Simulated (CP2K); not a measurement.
Worked example: self-consistent single point of VPt (P1, 2 atoms in the cell) in CP2K.

Level of theory: LDA (Pade form), GPW, TZVP-MOLOPT-SR-GTH basis, GTH-PADE potentials (GTH_POTENTIALS) in CP2K.

The change in words: lattice scaled by 0.98. Reference geometry:
```
CELL_PARAMETERS angstrom
      2.68627     0.00000     0.00000
      0.00000     2.68627     0.00000
      0.00000     0.00000     3.89258
ATOMIC_POSITIONS crystal
  V  0.47178 0.46256 0.50836
  Pt 0.02822 0.03744 0.99164
```

Reference input (self-consistent single point, DFT LDA (Pade form), GPW, TZVP-MOLOPT-SR-GTH basis, GTH-PADE potentials (GTH_POTENTIALS)): CUTOFF = 600 Ry; REL_CUTOFF = 50 Ry; SMEAR/METHOD = GAUSSIAN; SIGMA = 0.136 eV; KPOINTS/SCHEME = MACDONALD 8 8 6 0.0625 0.0625 0.08333333333; XC_FUNCTIONAL = PADE; V/BASIS_SET = TZVP-MOLOPT-SR-GTH; V/POTENTIAL = GTH-PADE-q13; Pt/BASIS_SET = TZVP-MOLOPT-SR-GTH; Pt/POTENTIAL = GTH-PADE-q18; METHOD = GPW; EPS_DEFAULT = 1e-10. This run's input differs from it in these lines:

```diff
@@ -62,5 +62,5 @@
     &CELL
-      A 2.68627000 0.00000000 0.00000000
-      B 0.00000000 2.68627000 0.00000000
-      C 0.00000000 0.00000000 3.89258000
+      A 2.63254500 0.00000000 0.00000000
+      B 0.00000000 2.63254500 0.00000000
+      C 0.00000000 0.00000000 3.81472800
       PERIODIC XYZ
```

Output (repeated stretches shortened):

```
 SCF WAVEFUNCTION OPTIMIZATION

  Step     Update method      Time    Convergence         Total energy    Change
     1 NoMix/Diag. 0.20E+00      -     1.11335936      -193.3841667118 -1.93E+02
     2 Broy./Diag. 0.20E+00      -     0.43150210      -194.1731236406 -7.89E-01
     3 Broy./Diag. 0.20E+00      -     0.07227912      -194.1135540057  5.96E-02
     4 Broy./Diag. 0.20E+00      -     0.08541512      -193.0206762055  1.09E+00
     5 Broy./Diag. 0.20E+00      -     0.05356179      -192.0634337561  9.57E-01
     6 Broy./Diag. 0.20E+00      -     0.02245636      -192.4430227043 -3.80E-01
   [... 7 lines left out ...]
    14 Broy./Diag. 0.20E+00      -     0.00000740      -192.4147675899 -1.31E-05
    15 Broy./Diag. 0.20E+00      -     0.00000036      -192.4147779676 -1.04E-05
    16 Broy./Diag. 0.20E+00      -     0.00000024      -192.4147805534 -2.59E-06
    17 Broy./Diag. 0.20E+00      -     0.00000003      -192.4147813925 -8.39E-07
  *** SCF run converged in    17 steps ***

  Overlap energy of the core charge distribution:               0.00000000026574
  Self energy of the core charge distribution:               -309.92814456223414
  Core Hamiltonian energy:                                     75.16061627743704
  Hartree energy:                                              62.55879886571007
  Exchange-correlation energy:                                -20.20584929469609
  Smearing free energy correction:                             -0.00020267897396
  Fermi energy:                                                 0.60797242525158

  Total energy:                                              -192.41478139249347
  Total energy (extrapolated to sigma->0):                   -192.41468005300649

                     Mulliken Population Analysis

   [... lines left out ...]

 STRESS| Analytical stress tensor [bar]
 STRESS|                        x                   y                   z
 STRESS|      x        8.87044672854E+03   1.30979487533E+04  -2.04237301968E+04
 STRESS|      y        1.30979487533E+04   6.38298381669E+03  -2.68985537276E+04
 STRESS|      z       -2.04237301968E+04  -2.68985537276E+04   8.92825378387E+04
 STRESS| 1/3 Trace                                             3.48453227946E+04
```

The run converged in 17 iterations. Against the reference run the free energy falls by 20.1 meV/atom, the pressure goes from -10.81 to 3.48 GPa and the largest force goes from 1.537 to 1.829 eV/Å.

The starting cell comes from a database of computed structures (which also holds hypothetical and non-ambient phases and stackings), without a prior relaxation at this level. Its atoms were displaced at random from the sites of space group no. 123. For this run, on top of that: lattice scaled by 0.98. Spin polarisation is off. Values carry the incompleteness of an atom-centred basis. With a pressure of about 3 GPa the cell is away from its equilibrium volume at this level. Forces in this geometry exceed 1 eV/Å.

Cost on one core of a shared machine: roughly 3 min.
